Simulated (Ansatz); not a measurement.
The reference is WC (space group P-6m2, No. 187; a = 2.9225 Å, c = 2.8462 Å; relaxed with 0.1 eV smearing). Axes: x lies along a and z along c of the hexagonal cell.

All numbers come from PBE, PAW, 420 eV (Ansatz, a program for electronic structure; scalar-relativistic without spin-orbit coupling).

For the base:

- Volume per atom = 10.53 Å³
- Pressure = 0.0 GPa

It is then changed as follows: biaxial strain +2.00 %, plane normal [001], relaxed out of plane (Cartesian); in-plane vectors clamped, the third vector and the atoms free.

Q: How does this affect the volume per atom and pressure?

A: The volume per atom goes up by 0.35 Å³ (10.53 Å³ → 10.88 Å³); the pressure (mean of the normal stresses, compression positive) goes from zero to -10.5 GPa.

Whether these cells are dynamically stable was not tested. The final runs are not spin-polarised.
